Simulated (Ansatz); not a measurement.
**How far PBE and PBEsol part for ZnSnO3, isotropic strain −2.55 %**

The parent structure is ZnSnO₃ (space group R3c, No. 161; a = 5.342 Å, c = 14.209 Å (hexagonal axes)).

(Cell as relaxed with PBE.)

Levels (all Ansatz, a quantum-chemistry and plane-wave program, PAW): PBE (420 eV, no spin-orbit coupling); PBEsol (420 eV, without spin-orbit coupling).

Each level relaxes its own structure.

```tsv
base	PBE	PBEsol
volume per atom	11.70 Å³	11.27 Å³
lattice parameter a	5.342 Å	5.278 Å
band gap	1.10 eV	1.25 eV
```

One thing is altered: the cell is scaled by 0.9745 in all directions, atoms relaxed at fixed cell.

| quantity | PBE | PBEsol |
|---|---|---|
| gap character | direct at Γ | [?] |
| energy relative to the base (free energy F) | +39 meV/atom | [?] |
| valence-band top at Γ (three highest levels, from the VBM) | 0.00, 0.00, -0.67 eV | [?] |

Task: Given the PBE results, estimate those of PBEsol.

Result: 
- gap character, PBEsol: direct at Γ
- energy relative to the base (free energy F), PBEsol: +42 meV/atom
- valence-band top at Γ (three highest levels, from the VBM), PBEsol: 0.00, 0.00, -0.77 eV

PBE's energy relative to the base lies 2.7 meV/atom below PBEsol's; the two agree on the gap character. Neither level is exact; PBEsol is the comparison here, not a measurement.

Gaps are Kohn–Sham eigenvalue differences; semilocal functionals usually give less than the measured gap. No phonon test of stability was made.
